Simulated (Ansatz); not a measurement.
The reference is TiO₂ in the anatase structure (space group I4_1/amd, No. 141).

```
TiO2
1.0
   -1.89941     1.89941     4.85035
    1.89941    -1.89941     4.85035
    1.89941     1.89941    -4.85035
Ti O
2 4
Direct
  0.75000   0.25000   0.50000
  0.00000   0.00000   0.00000
  0.54355   0.04355   0.50000
  0.79355   0.79355   0.00000
  0.20645   0.20645   0.00000
  0.95645   0.45645   0.50000
```

All numbers come from Ansatz (a first-principles code), PBE, PAW, cutoff 420 eV, no spin-orbit coupling.

Before the change:

The band gap is 2.13 eV and the smallest direct gap is 2.43 eV. The pressure is 0.0 kbar.

The change: an isotropic linear strain of +0.60 %, atoms relaxed at fixed cell.

How does this affect the band gap?

The band gap drops by 0.02 eV to 2.11 eV.

What does the calculation give for the smallest direct gap after the change?

The smallest direct gap shrinks by 0.04 eV (2.43 eV → 2.39 eV).

How does this affect the pressure?

The pressure (mean of the normal stresses, compression positive) goes from zero to -32.4 kbar.

What happens to the energy relative to the base?

The energy goes up by 2.2 meV/atom.

No phonon test of stability was made. The final runs are not spin-polarised.
